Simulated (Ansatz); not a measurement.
Band structure of TlInSe2 (I4/mcm, 8 atoms in the cell).

```
TlInSe2
1.0
   -4.09987     4.09987     3.47739
    4.09987    -4.09987     3.47739
    4.09987     4.09987    -3.47739
Tl In Se
2 2 4
Direct
  0.75000   0.75000   0.00000
  0.25000   0.25000   0.00000
  0.25000   0.75000   0.50000
  0.75000   0.25000   0.50000
  0.67068   0.82932   0.50000
  0.32932   0.17068   0.50000
  0.82932   0.32932   0.15864
  0.17068   0.67068   0.84136
```

Computed with PBEsol, PAW files made with PBE (plane waves; Ansatz, a first-principles code).

Settings: kpoints.mp_grid.grid = 3 3 3; hamiltonian.xc = pbesol; hamiltonian.pseudopotentials = {kind: paw} (the program's default PAW files); scf.occupations.method = fermi_dirac; scf.occupations.width = 0.0015 Ry; kpoints.band_path.npoints = 8.

The starting cell comes from a database of computed structures (which also holds hypothetical and non-ambient phases and stackings), without a prior relaxation at this level. Its lattice was rescaled by a random factor within 2.5 % of one. Spin-orbit coupling is off.

### Question
Predict the gap along the standard path and the places of the band edges.

### Answer
The gap along the path is 0.63 eV, direct at M to within 0.01 eV.

Levels in eV from the top of the valence band on the path, bands 55 to 62:
```
point     55     56     57     58    59    60    61    62
-----  -----  -----  -----  -----  ----  ----  ----  ----
Γ      -1.09  -1.01  -1.01  -0.87  1.83  2.82  2.91  3.73
X      -1.50  -1.07  -0.95  -0.75  1.54  1.61  1.84  2.81
M      -1.39  -1.39  -0.73   0.00  0.63  2.34  2.55  2.55
Z      -1.35  -1.35  -0.74  -0.03  0.78  2.11  2.11  2.53
P      -1.45  -1.45  -0.93  -0.93  1.76  1.76  3.63  3.63
N      -1.22  -1.22  -0.96  -0.96  1.84  1.84  3.05  3.05
Z1     -1.35  -1.35  -0.74  -0.03  0.78  2.11  2.11  2.53
```

Keys are those of Ansatz 0.2.
